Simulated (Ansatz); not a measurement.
Defect: O vacancy in monoclinic HfO2 with all lengths changed by -1 %, neutral cell. The step: one O atom jumps into the vacancy from a nearby O site; the atom moves 2.43 Å along (-0.10, 0.46, -0.04) of the unit cell; the moving atom starts with neighbours Hf at 2.10, 2 Hf at 2.18, Hf at 2.28; O at 2.52, O at 2.65, O at 2.66 Å and ends with Hf at 2.10, 2 Hf at 2.18, Hf at 2.28; O at 2.52, O at 2.65, O at 2.66 Å. DFT values are from Ansatz (plane-wave PAW, 420 eV unless said) in a cell of 96 host sites, spin-restricted, static, with no finite-size correction. The charge state is imposed; whether it is stable for some Fermi level was not computed. Forms of the defect that were not tried may lie lower. For the PBE band: the saddle point's order was not checked, and it lies on a symmetry element of the cell, where a band can be held.

```json
[
 {"Level": "CHGNet universal potential (has no charge state), its own band", "Forward barrier (eV)": "0.46", "Cost of the band or of the saddle's single point": "-"},
 {"Level": "PBE, the Γ point alone, band relaxed", "Forward barrier (eV)": "2.43", "Cost of the band or of the saddle's single point": "roughly 40 core-minutes"},
 {"Level": "PBE, a 2×2×2 k-point mesh shifted by half a step, same geometries", "Forward barrier (eV)": "2.58", "Cost of the band or of the saddle's single point": "roughly 15 core-minutes"}
]
```

Ansatz is a program for electronic structure.
